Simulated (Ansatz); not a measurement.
Start from Pt in the fcc (Cu type) structure (space group Fm-3m, No. 225; a = 3.9703 Å).

Method: Ansatz (an electronic-structure program) PBE, no SOC.

Base values:

| Property | Result |
|---|---|
| Lattice parameter a | 3.970 Å |

The change: full substitution Pt → Pd, then cell and atoms are relaxed.

### Question
Predict the new lattice parameter a.

### Answer
The lattice parameter a decreases by 0.0275 Å (3.970 Å → 3.943 Å).

No phonon test of stability was made. All final runs are without spin polarisation.
